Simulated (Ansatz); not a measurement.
## Ge, response to strain

The reference is Ge in the diamond structure (space group Fd-3m, No. 227).

```xyz
2
Lattice="0.0000 2.8808 2.8808 2.8808 0.0000 2.8808 2.8808 2.8808 0.0000" Properties=species:S:1:pos:R:3 pbc="T T T"
Ge     0.0000     0.0000     0.0000
Ge     1.4404     1.4404     1.4404
```

Strains are applied to the cell and any free atomic positions relax.

The values are results of Ansatz (a quantum-chemistry and plane-wave program), PBE, PAW, cutoff 420 eV, spin-orbit coupling left out, not measurements.

Candidates:
(a) isotropic strain +1.50 %
(b) isotropic strain +1.00 %
(c) isotropic strain −0.50 %
(d) isotropic strain −2.50 %

Notes on the quantities. energy relative to the base: free energy F.

Task: Order them by energy relative to the base, lowest first.

Result: (c) isotropic strain −0.50 % (+1.0 meV/atom), (b) isotropic strain +1.00 % (+3.8 meV/atom), (a) isotropic strain +1.50 % (+8.4 meV/atom), (d) isotropic strain −2.50 % (+27 meV/atom)

No phonon test of stability was made.
